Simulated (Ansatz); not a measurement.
## Effect of isotropic strain −3.00 % on SiC

Consider SiC in the wurtzite structure (space group P6_3mc, No. 186; a = 3.056 Å, c = 5.016 Å).

It is then changed as follows: an isotropic linear strain of −3.00 %; the atoms relax in the strained cell.

Level of theory: DFT with LDA, PAW potentials and a 420 eV plane-wave cutoff in Ansatz (a first-principles code), no SOC. k-mesh 12×12×7 (Γ-centred); smearing 0.05 eV (Fermi–Dirac).

| quantity | base | changed | shift |
|---|---|---|---|
| space group | P6_3mc (No. 186) | P6_3mc (No. 186) | – |
| shortest interatomic distance | 1.871 Å | 1.815 Å | -0.056 Å |
| energy relative to the base (free energy F) | 0 meV/atom | +64 meV/atom | +64 meV/atom |
| pressure (mean of the normal stresses, compression positive) | 0.00 GPa | 25.09 GPa | +25.09 GPa |
| band gap | 2.13 eV | 1.96 eV | -0.17 eV |
| gap character | indirect, Γ → K | indirect, Γ → K | – |
| smallest direct gap | 3.92 eV | 4.11 eV | +0.185 eV |
| mean gap deformation potential ΔEg/Δln V | – | +1.9 eV | – |
| width of the top valence band | 3.95 eV | 4.20 eV | +0.25 eV |
| electron mass | 0.26 mₑ along c, 0.43 mₑ across (at K) | 0.25 mₑ along c, 0.41 mₑ across (at K) | – |
| valence-band top at Γ (three highest levels, from the VBM) | 0.00, 0.00, -0.11 eV | 0.00, 0.00, -0.12 eV | – |
| valley order (the lowest conduction-band minima on the path, energy above the VBM, named in the base's zone) | – | K (1/3, 1/3, 0) 1.96 eV; M (1/2, 0, 0) 2.88 eV | – |

Effective masses come from finite differences of ±0.01 Å⁻¹. Stability against distortions was not tested.
